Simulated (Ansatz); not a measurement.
ScAu under a change: 2 layers

The reference is ScAu in the CsCl type structure (space group Pm-3m, No. 221; a = 3.3557 Å). Axes: x, y, z lie along the cube axes.

Modification: a free-standing slab of 2 layers (4 atoms, 2 a layer) is cut normal to [110], with 15 Å of vacuum and the in-plane cell held at bulk.

All numbers come from PBEsol (Ansatz, a quantum-chemistry and plane-wave program), no spin-orbit coupling. k-mesh 14×10×1 (Γ-centred); smearing 0.05 eV (Fermi–Dirac), for the changed cell.

* **Layer's space group (with vacuum)**: Pmma (No. 51)
* **Shortest interatomic distance**: 2.744 Å (base 2.906 Å)
* **Band gap**: zero (base zero)
* **Excess energy per area of both faces (slab less bulk energy over the cell's area: twice a surface energy)**: 2.51 J/m² (uncertain by up to 0.04 J/m²)
* **Thickness between the outermost nuclei**: 2.41 Å

Slab and bulk use different k-meshes, which limits the precision of the excess energy. Stability against distortions was not tested. All final runs are without spin polarisation.
